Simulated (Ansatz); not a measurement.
SnSe (model structure, within 0.1 Å of Fm-3m, No. 225, 6 atoms in the cell)

Level of theory: LDA (Ansatz, a first-principles code, PAW).

Settings: plane-wave cutoff 520 eV, 18×18×6 k mesh (along the axes of the cell as run), Fermi–Dirac smearing 0.05 eV, scalar-relativistic PAW data made under PBE.

Cell (relaxed with PBEsol):

```cif
data_Se3Sn3
_chemical_formula_sum 'Sn3 Se3'
_space_group_name_H-M_alt 'P 1'
_space_group_IT_number 1
_cell_length_a 4.20732
_cell_length_b 4.20732
_cell_length_c 10.30503
_cell_angle_alpha 90.000
_cell_angle_beta 90.000
_cell_angle_gamma 120.000
loop_
_space_group_symop_operation_xyz
  'x, y, z'
loop_
_atom_site_label
_atom_site_type_symbol
_atom_site_fract_x
_atom_site_fract_y
_atom_site_fract_z
_atom_site_occupancy
Sn1 Sn 0.00000 0.33346 0.66667 1
Sn2 Sn 0.66654 0.66654 0.00000 1
Sn3 Sn 0.33346 0.00000 0.33333 1
Se1 Se 0.00000 0.33327 0.16667 1
Se2 Se 0.66673 0.66673 0.50000 1
Se3 Se 0.33327 0.00000 0.83333 1
```

```
Property                               Value
---------------  ---------------------------
band gap         0.16 eV (on the SCF k mesh)
direct gap at Γ                      2.02 eV
```

Note: cell and atoms aren't relaxed at this level (pressure -1.5 GPa).

Spin–orbit coupling is not included.

The computed numbers hold no vibrational or temperature effects.

A model structure was made by putting elements into a prototype or built by hand; it is no filed structure, need not be a known phase, and can be a saddle point held by its symmetry.
